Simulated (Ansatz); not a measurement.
Take AlCo in the CsCl type structure (space group Pm-3m, No. 221; weakly magnetic (sensitive to the mesh); relaxed with 0.1 eV smearing) as the base.

```xyz
2
Lattice="2.8250 0.0000 0.0000 0.0000 2.8250 0.0000 0.0000 0.0000 2.8250" Properties=species:S:1:pos:R:3 pbc="T T T"
Al     0.0000     0.0000     0.0000
Co     1.4125     1.4125     1.4125
```

Cartesian axes are those of the cell as printed.

All numbers come from r2SCAN, PAW, 500 eV (Ansatz, a quantum-chemistry and plane-wave program; no SOC).

Strains are applied to the cell and any free atomic positions relax; under biaxial strain the out-of-plane vector relaxes too.

One change was made to it. Results:

| quantity | base | after |
|---|---|---|
| energy relative to the base (free energy F) | 0 meV/atom | +127 meV/atom |
| pressure | 0.0 GPa | -19.8 GPa |

**Question.** What was done to the base?
A) isotropic strain +4.98 %
B) uniaxial strain ε_yy = +1.62 %
C) biaxial strain −1.25 %, plane normal [001], relaxed out of plane
D) biaxial strain +4.01 %, plane normal [111], relaxed out of plane
E) isotropic strain +4.35 %

**Answer.** A, isotropic strain +4.98 %. For comparison, the energy relative to the base in the other runs: isotropic strain +4.35 % gives +100 meV/atom; biaxial strain −1.25 %, plane normal [001], relaxed out of plane gives +3.3 meV/atom; uniaxial strain ε_yy = +1.62 % gives +2.5 meV/atom; biaxial strain +4.01 %, plane normal [111], relaxed out of plane gives +47 meV/atom.

Other magnetic orders, which the real material may have, were not ruled out. No phonon test of stability was made. Starting moments died away, wholly or in part, for the base; another magnetic solution may exist.
